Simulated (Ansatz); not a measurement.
Consider Rb in the bcc (W type) structure (space group Im-3m, No. 229; a = 5.675 Å; relaxed with 0.1 eV smearing).

Calculations: DFT with PBE, PAW potentials and a 420 eV plane-wave cutoff in Ansatz (a program for electronic structure), no SOC.

For the base:

Pressure: 0.0 GPa

Modification: an isotropic linear strain of +2.50 %, atoms relaxed at fixed cell.

Question: How does this affect the energy relative to the base?

Answer: The energy increases by 4.2 meV/atom.

Question: Estimate the effect on the pressure.

Answer: The pressure goes from zero to -0.2 GPa.

Stability against distortions was not tested. The final runs are not spin-polarised.
